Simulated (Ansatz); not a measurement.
Cl on the 1x1 (0001) surface of corundum (cut with top plane Al), one in a 1x1 cell, energies for each (20.0 Å²). Energies are against ½ Cl2(g), without zero-point or thermal terms; each row is named by its start (#2, #3: further inequivalent places of a kind).

Host crystal: corundum, with a band gap (PBE, scalar-relativistic without spin-orbit coupling).

All values below come from PBE (plane waves to 420 eV, PAW; Ansatz, a quantum-chemistry and plane-wave program).

Slab: 21 atoms, 6.7 Å thick at the start under the adsorbate (thin: gaps and levels are the slab's own); k 6x6x1, smearing 0.01 eV, dipole-corrected; 9 atoms held, the rest relaxed; each run with such symmetry as its start has; spin-polarised, no spin-orbit, no U, no dispersion correction.

A negative adsorption energy means that the adsorbate is more stable on the surface than in its reference. Starts that drift may end in the same place. Heights count from the host atoms within 0.3 Å of the top one. Moments of ungapped slabs depend on the mesh.

```csv
starting site,E_ads (eV),height (Å),nearest host atom (Å),bonded to,change of the vacuum step (eV),lateral drift (Å),moment (μB)
top Al,-0.30,2.13,Al 2.13,Al,2.03,0.0,1.0
top O,-0.30,2.13,Al 2.13,Al,2.03,1.7,1.0
over Al at depth 1.0 Å (the adsorbate is not bonded to the surface),1.09,2.18,O 3.02,none within bonding distance,1.21,0.0,1.0
hollow Al-O-O-O over O at depth 2.3 Å,-0.30,2.13,Al 2.13,Al,2.02,1.6,1.0
hollow Al-O-O-O over O at depth 2.3 Å #2,-0.30,2.13,Al 2.13,Al,2.02,1.6,1.0
```
